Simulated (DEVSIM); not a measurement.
Structure: abrupt Si n-p junction, at 400 K.

Layer 1 from the left is Si, thickness (μm) 60.0, Nd (cm⁻³) 5.7e17, τn (s) 2.4e-7, τp (s) 2.4e-7. Layer 2 from the left is Si, thickness (μm) 60.0, Na (cm⁻³) 4.2e17, τn (s) 2.4e-7, τp (s) 2.4e-7.

Left contact: ohmic. Right contact: ohmic. Voltage is applied to the left contact. Recombination: SRH at mid-gap, radiative. Mobility is μmin + (μ − μmin)/(1 + (N/Nref)^α).

This is a model device: material constants are rounded textbook-type values typed into the input, and sizes, dopings and lifetimes were drawn at random. Values at 300 K; Nc and Nv go as T^1.5, mobilities as T to minus their exponent, the gap by Varshni's rule with the affinity fixed.

Si: gap (eV) 1.124, affinity (eV) 4.05, permittivity 11.7, Nc (cm⁻³) 2.86e19, Nv (cm⁻³) 3.1e19, μn (cm²/Vs) 1417, μp (cm²/Vs) 470, μn,min 52, μp,min 45, Nref,n 9.7e16, Nref,p 2.2e17, αn 0.68, αp 0.72, T exponent of μn 2.3, T exponent of μp 2.2, B (cm³/s) 4.7e-15, Varshni α (eV/K) 0.000473, Varshni β (K) 636.

Simulated with DEVSIM: 1D drift-diffusion, Boltzmann statistics, complete ionisation; no tunnelling, impact ionisation, image-force lowering or self-heating.

Problem. What does the simulation give for the dark forward voltage at 100 A/cm², the potential step across the device at zero bias?

Solution. dark forward voltage at 100 A/cm² 0.798 V; potential step across the device at zero bias 0.783 V.
